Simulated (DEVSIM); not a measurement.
Device: Al0.4Ga0.6As/GaAs p-n heterojunction, at 300 K.

```csv
layer (left to right),material,thickness (μm),Nd (cm⁻³),Na (cm⁻³),τn (s),τp (s)
1,Al0.4Ga0.6As,0.0780,-,8.1e17,3.7e-10,3.7e-10
2,GaAs,2.00,6.6e15,-,3.7e-10,3.7e-10
```

Left contact: ohmic. Right contact: ohmic. Voltage is applied to the left contact. Recombination: SRH at mid-gap, Auger. Mobility is μmin + (μ − μmin)/(1 + (N/Nref)^α).

Constants are typed, rounded textbook-type inputs, not results; the design itself was drawn at random and stands for no fabricated device. Values at 300 K.

```csv
parameter,Al0.4Ga0.6As,GaAs
gap (eV),1.9228,1.424
affinity (eV),3.754,4.07
permittivity,11.76,12.9
Nc (cm⁻³),7.93e17,4.7e17
Nv (cm⁻³),9e18,9e18
μn (cm²/Vs),3220,8500
μp (cm²/Vs),158,400
"μn,min",500,500
"μp,min",20,20
"Nref,n",6e16,6e16
"Nref,p",1.5e17,1.5e17
αn,0.39,0.39
αp,0.38,0.38
Cn (cm⁶/s),1e-30,1e-30
Cp (cm⁶/s),1e-30,1e-30
```

Simulated with DEVSIM: 1D drift-diffusion, Boltzmann statistics, complete ionisation; no tunnelling, impact ionisation, image-force lowering or self-heating. Band offsets follow the typed affinities; no thermionic-emission limit at abrupt steps, no polarisation charge.

Base results: dark forward voltage at 1 A/cm² (V) 0.972; dark forward voltage at 100 A/cm² (V) 1.129.

**Question.** What follows from this one change: minority lifetime in layer 2 3.7e-10 → 1.1e-09 s?

**Answer.** dark forward voltage at 1 A/cm² 0.972 → 0.992 V; dark forward voltage at 100 A/cm² 1.129 → 1.143 V.

**Question.** What follows from this one change: thickness of layer 2 2 → 0.4 μm?

**Answer.** dark forward voltage at 1 A/cm² 0.972 → 0.954 V; dark forward voltage at 100 A/cm² 1.129 → 1.101 V.

**Question.** What follows from this one change: constant mobility in place of the doping-dependent one?

**Answer.** dark forward voltage at 1 A/cm² little changed (0.970 V); dark forward voltage at 100 A/cm² 1.129 → 1.124 V.
